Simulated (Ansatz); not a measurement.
What biaxial strain +0.96 %, plane normal [001], relaxed out of plane does to hypothetical rock salt BeTe

Consider BeTe in the rock salt structure (space group Fm-3m, No. 225; a = 5.370 Å; a hypothetical phase, not in the database extracts checked). Axes: x, y, z lie along the cube axes.

Now apply this change: biaxial strain +0.96 %, plane normal [001], relaxed out of plane (Cartesian); in-plane vectors clamped, the third vector and the atoms free.

Calculations: r2SCAN (Ansatz, a quantum-chemistry and plane-wave program, PAW, spin-orbit coupling left out). Γ-centred 15×15×15 mesh, Fermi–Dirac width 0.05 eV.

- Volume per atom: 19.58 Å³ (base 19.36 Å³)
- Space group: I4/mmm (No. 139) (base Fm-3m (No. 225))
- Shortest interatomic distance: 5.036 bohr (base 5.074 bohr)
- Energy relative to the base (free energy F): +1.3 meV/atom
- Pressure (mean of the normal stresses, compression positive): -0.7 GPa (base 0.0 GPa)
- Band gap: zero (base zero)
- Out-of-plane strain: -0.74 % (rough)

Without a gap, meshes like the base's 15×15×15 leave anisotropic stresses uncertain by several tenths of a GPa, and small strain energies with them. No phonon test of stability was made. The final runs are not spin-polarised.
